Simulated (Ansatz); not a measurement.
Start from TiO2 in the anatase structure (space group I4_1/amd, No. 141; a = 3.799 Å, c = 9.701 Å). Axes: x, y, z lie along a, b, c of the conventional cell.

Calculations: PBE (Ansatz, a program for electronic structure), no spin-orbit coupling.

Before the change:

| Item | Value |
|---|---|
| Band gap | 2.13 eV |
| Pressure | 0.00 GPa |

One thing is altered: biaxial strain +2.40 %, plane normal [001], relaxed out of plane (Cartesian); in-plane vectors clamped, the third vector and the atoms free.

### Question
How does this affect the band gap, out-of-plane strain, energy relative to the base and pressure?

### Answer
The band gap drops by 0.19 eV, from 2.13 eV to 1.94 eV; the out-of-plane strain is -3.17 %; the energy rises by 11 meV/atom; the pressure (mean of the normal stresses, compression positive) goes from zero to -4.22 GPa.

No phonon test of stability was made. The final runs are not spin-polarised.
